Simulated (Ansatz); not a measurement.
**HfSi2 (model structure, started from the AlB2 type, P6/mmm, No. 191, 3 atoms in the cell): properties by level of theory**

```json
[
 {"level (code)": "PBE (Ansatz)", "lattice constant a (Å)": "?", "lattice parameter c (Å)": "3.465"},
 {"level (code)": "PBEsol (Ansatz)", "lattice constant a (Å)": "4.033", "lattice parameter c (Å)": "3.407"},
 {"level (code)": "PBE-D3(BJ) (Ansatz)", "lattice constant a (Å)": "4.021", "lattice parameter c (Å)": "3.404"}
]
```

**Question.** Some entries are withheld; supply them.

**Answer.** 
- PBE (Ansatz, a quantum-chemistry and plane-wave program), lattice constant a (Å): 4.062

Ansatz's density-functional and Hartree–Fock values are scalar-relativistic unless marked +SOC, with PAW data made under PBE.

A model structure was made by putting elements into a prototype or built by hand; it is no filed structure, need not be a known phase, and can be a saddle point held by its symmetry.
